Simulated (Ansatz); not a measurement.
System: cubic perovskite EuTiO₃. Method: r²SCAN-D4 (PAW; Ansatz, a first-principles code).

Numerical settings: plane-wave cutoff 560 eV, 14×14×14 k mesh, Fermi–Dirac smearing 0.05 eV, spin-polarised with parallel moments, scalar-relativistic PAW data made under PBE.

Computed at the level's own relaxed cell.

Give the computed volume per atom, bulk modulus, lattice constant a and pressure derivative B′ of the bulk modulus.


volume per atom: 11.78 Å³/atom
bulk modulus: 197 GPa
lattice constant a: 3.891 Å
pressure derivative B′ of the bulk modulus: 4.3

Note: the magnetic order was assumed, not searched for or taken from measurement; the 4f shell is treated without U or exact exchange, so its levels and filling can be wrong; functionals without U or exact exchange can leave correlated insulators metallic, so the missing gap need not be real.

Spin–orbit coupling is not included; it can open a gap where bands touch, and shift volumes and moduli.

Computed values are for the static lattice.

It cost about 28 core-minutes (a rough figure) of CPU time.
